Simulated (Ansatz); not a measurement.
## Effect of tensor shear ε_xy = −2.19 % on HgS

Start from HgS in the rock salt structure (space group Fm-3m, No. 225; a = 5.454 Å; a model cell, its experimental status unchecked; relaxed with 0.1 eV smearing). Axes: x, y, z lie along the cube axes.

The change: tensor shear ε_xy = −2.19 % (engineering shear γ = -0.0438), atoms relaxed at fixed cell.

Computed with PBEsol (Ansatz, a program for electronic structure), no spin-orbit coupling. Settings: 18×18×18 k-points, 0.1 eV Fermi–Dirac smearing.

The space group changes from Fm-3m (No. 225) to Immm (No. 71) and the shortest interatomic distance is still 2.727 Å. The energy grows by 3.0 meV/atom and the band gap remains zero. The stress (xx, yy, zz, yz, xz, xy; compression positive) comes out as (0.0, 0.0, 0.0, 0.0, 0.0, 1.1) GPa.

Cost of the whole job for the changed cell (relaxation, final SCF and bands): very roughly 40 core-seconds.

The cells carry an imposed strain or load. Whether these cells are dynamically stable was not tested. The final runs are not spin-polarised. This is not the structure that HgS has at room temperature and ambient pressure.
